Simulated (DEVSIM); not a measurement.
Structure: Co/La2O3/n-Ge capacitor, at 300 K.

```csv
layer (left to right),material,thickness (nm),Nd (cm⁻³)
1,La2O3,17.0,-
2,Ge,700,7.2e17
```

Metal gate on the left, work function 5 eV. Fixed charge at the semiconductor interface 0 cm⁻² (in units of +e); no interface traps.

This is a model device: material constants are rounded textbook-type values typed into the input, and sizes, dopings and lifetimes were drawn at random. Values at 300 K.

```
parameter      La2O3       Ge
-------------  -----  -------
gap (eV)         5.8    0.664
affinity (eV)    1.8        4
permittivity      27       16
Nc (cm⁻³)          -  1.04e19
Nv (cm⁻³)          -     6e18
```

Model (solved in DEVSIM): 1D Poisson equation in equilibrium, Boltzmann statistics, complete ionisation; no quantum confinement or tunnelling. Metal contacts follow the ideal Schottky-Mott rule: no Fermi-level pinning, no interface dipoles.

### Question
Tabulate band edges, carrier densities and field at 0.5 V on the gate.

### Answer
Energies count from the Fermi level of the right contact; mesh points crowd at the junctions.

```tsv
x (μm)	Ec (eV)	Ev (eV)	n (cm⁻³)	p (cm⁻³)	field (V/cm)
0.000	2.700	-3.100	< 1e2	< 1e2	-110000
0.001142	2.687	-3.113	< 1e2	< 1e2	-110000
0.003118	2.665	-3.135	< 1e2	< 1e2	-110000
0.006898	2.623	-3.177	< 1e2	< 1e2	-110000
0.01301	2.555	-3.245	< 1e2	< 1e2	-110000
0.01537	2.529	-3.271	< 1e2	< 1e2	-110000
0.01674	2.514	-3.286	< 1e2	< 1e2	-110000
0.01820	0.289	-0.375	1.5e14	3.0e12	-180000
0.02049	0.251	-0.413	6.4e14	6.8e11	-160000
0.02529	0.183	-0.481	8.6e15	5.1e10	-120000
0.03506	0.102	-0.562	2.0e17	2.2e9	-49000
0.06370	0.069	-0.595	7.1e17	6.1e8	-460
0.1132	0.069	-0.595	7.2e17	6.1e8	≈ 0
0.2137	0.069	-0.595	7.2e17	6.1e8	≈ 0
0.4677	0.069	-0.595	7.2e17	6.1e8	≈ 0
0.5950	0.069	-0.595	7.2e17	6.1e8	≈ 0
0.6576	0.069	-0.595	7.2e17	6.1e8	≈ 0
0.6873	0.069	-0.595	7.2e17	6.1e8	≈ 0
0.7062	0.069	-0.595	7.2e17	6.1e8	≈ 0
0.7123	0.069	-0.595	7.2e17	6.1e8	≈ 0
0.7152	0.069	-0.595	7.2e17	6.1e8	≈ 0
0.7170	0.069	-0.595	7.2e17	6.1e8	≈ 0
```
